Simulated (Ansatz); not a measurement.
**Hypothetical fluorite ZrSe2: alloy series**

Base system: ZrSe₂ in the fluorite structure (space group Fm-3m, No. 225; a = 6.508 Å; a hypothetical phase, not in the database extracts checked).

The other end (x = 1) is ZrC₂ in the fluorite structure (space group Fm-3m, No. 225; a hypothetical phase, not in the database extracts checked): 12.36 Å³/atom, gap zero; this end may not be an ambient phase.

C replaces a fraction x of Se; each row is one arrangement (x, atoms in the cell, starting space group or random), fully relaxed.

All numbers come from DFT with PBEsol, PAW potentials and a 420 eV plane-wave cutoff in Ansatz (an electronic-structure program), scalar-relativistic without spin-orbit coupling, earlier PAW set.

Notes on the quantities. mixing energy: to 0.01 eV only: unlike meshes or grids; against an end that may be hypothetical.

```csv
variant,mixing energy,shortest interatomic distance
base,–,281.8 pm
"x(C) = 0.25, 6 atoms, R3m",+0.12 eV/atom,213.0 pm
"x(C) = 0.5, 6 atoms, R-3m",+0.09 eV/atom,225.0 pm
"x(C) = 0.5, 6 atoms, P4/nmm",-0.34 eV/atom,218.1 pm
"x(C) = 0.75, 6 atoms, P-4m2",-0.13 eV/atom,218.5 pm
```

These are small ordered cells, not random alloys; other orderings at the same x differ. Whether these cells are dynamically stable was not tested. The final runs are not spin-polarised. Zr2Se3C, ZrC2 and ZrSeC have a high density of states at the Fermi level and may be magnetic at this level. Under x(C) = 0.5, 6 atoms, R-3m and x(C) = 0.75, 6 atoms, P-4m2 the cell changed shape so far that it is another structure.
